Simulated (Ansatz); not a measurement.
Consider Ti in the hcp (Mg type) structure (space group P6_3/mmc, No. 194; relaxed with 0.1 eV smearing).

Ti is modelled in the hexagonal space group P6₃/mmc (No. 194), the hcp (Mg type) structure, Pearson symbol hP2. Conventional cell: a = b = 2.864 Å, c = 4.537 Å, α = β = 90.00°, γ = 120.00°. Ti on 2c is coordinated by 12 Ti at 2.807–2.864 Å (anticuboctahedral). (Neighbours: up to the widest gap in distance over summed covalent radii, below 1.35, at either atom.)

Computed with LDA (Ansatz, a program for electronic structure), no spin-orbit coupling.

Strains are applied to the cell and any free atomic positions relax.

One change was made to it. Results:

```csv
quantity,base,after
band gap,zero,zero
"pressure (mean of the normal stresses, compression positive)",0.0 GPa,10.9 GPa
energy relative to the base (free energy F),0 meV/atom,+38 meV/atom
```

### Question
Which change produced these results?
A) isotropic strain +2.00 %
B) isotropic strain +0.50 %
C) isotropic strain −3.00 %
D) isotropic strain −2.50 %
E) isotropic strain +3.00 %

### Answer
D, isotropic strain −2.50 %. For comparison, the energy relative to the base in the other runs: isotropic strain +0.50 % gives +1.4 meV/atom; isotropic strain +3.00 % gives +48 meV/atom; isotropic strain −3.00 % gives +55 meV/atom; isotropic strain +2.00 % gives +22 meV/atom.

Stability against distortions was not tested. The final runs are not spin-polarised.
